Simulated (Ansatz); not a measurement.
1T (CdI2-type) MnBr2, treated with PBEsol in Ansatz (plane waves, PAW).

Numerical settings: plane-wave cutoff 520 eV, 12×12×6 k mesh (along the axes of the cell as run), Fermi–Dirac smearing 0.01 eV, spin-polarised with parallel moments, scalar-relativistic PAW data made under PBE.

Cell (relaxed at this level):

```
MnBr2
1.0
    3.80016     0.00000     0.00000
   -1.90008     3.29103     0.00000
    0.00000     0.00000     6.52772
Mn Br
1 2
Direct
  0.00000   0.00000   0.00000
  0.33333   0.66667   0.22962
  0.66667   0.33333   0.77038
```
Starting moments (μB, in the order of the record's atoms Mn Br Br): 4.0 0.0 0.0.

### Question
What does this level give for the band gap, Γ–Γ gap, bulk modulus B0, smallest direct gap on the k points sampled and pressure derivative B′ of the bulk modulus?

### Answer

- band gap = 1.28 eV (indirect)
- Γ–Γ gap = 1.70 eV
- bulk modulus B0 = 5.64 GPa
- smallest direct gap on the k points sampled = 1.39 eV
- pressure derivative B′ of the bulk modulus = 24.9

Note: the magnetic order was assumed, not searched for or taken from measurement; the cell comes from a level without a dispersion term, which matters for the spacing of layers, chains or molecules; the bulk modulus comes from volumes at which shape and atoms were relaxed; the cell has widely spaced layers and the level no dispersion term, so their spacing and the moduli can rest on weak binding.

Spin–orbit coupling is not included.

Computed values are for the static lattice.

Ansatz is a first-principles code.
